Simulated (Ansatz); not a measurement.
Base system: PbS in the rock salt structure (space group Fm-3m, No. 225; a = 5.9026 Å). Axes: x, y, z lie along the cube axes.

Computed with plane-wave PAW DFT at the PBEsol level (Ansatz, a program for electronic structure, 420 eV), scalar-relativistic without spin-orbit coupling.

Base values:

The shortest interatomic distance is 2.951 Å.

One thing is altered: uniaxial stress, 0.5 GPa tension along x; all other stress components relax to zero.

Q: What happens to the strain response?

A: The strain response (xx, yy, zz) is (+0.36, −0.04, −0.04) %.

Q: Predict the new energy relative to the base.

A: The energy stays essentially unchanged.

Q: What does the calculation give for the shortest interatomic distance after the change?

A: The shortest interatomic distance is nearly the same (2.951 Å against 2.950 Å).

Beyond what the load breaks, stability against distortions was not tested.
